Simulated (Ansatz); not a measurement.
Take HfC in the rock salt structure (space group Fm-3m, No. 225) as the base.

Space group Fm-3m (No. 225); a = b = c = 4.651 Å, α = β = γ = 90.00°

| atom | site | symmetry | x | y | z |
|---|---|---|---|---|---|
| Hf | 4a | m-3m | 0.0000 | 0.0000 | 0.0000 |
| C | 4b | m-3m | 0.5000 | 0.5000 | 0.5000 |
(The calculation used a cell of 2 atoms; values per cell refer to that cell.)

Level of theory: DFT with PBE, PAW potentials and a 420 eV plane-wave cutoff in Ansatz (an electronic-structure program), without spin-orbit coupling.

One change was made to it. Results:

The shortest interatomic distance drops by 1.43 pm, from 232.6 pm to 231.1 pm; the density rises by 0.234 g/cm³ (12.57 g/cm³ → 12.81 g/cm³).

Problem. What was done to the base?
A) pressure −1 GPa
B) pressure 4.5 GPa
C) pressure 15 GPa
D) pressure 30 GPa
E) pressure 0.9 GPa

Solution. B, pressure 4.5 GPa. For comparison, the shortest interatomic distance in the other runs: pressure −1 GPa gives 232.9 pm; pressure 30 GPa gives 224.6 pm; pressure 0.9 GPa gives 232.3 pm; pressure 15 GPa gives 228.2 pm.

Load acts through the strain it causes; cell and atoms are relaxed under it. No phonon test of stability was made. Competing high-pressure phases were not computed. All final runs are without spin polarisation.
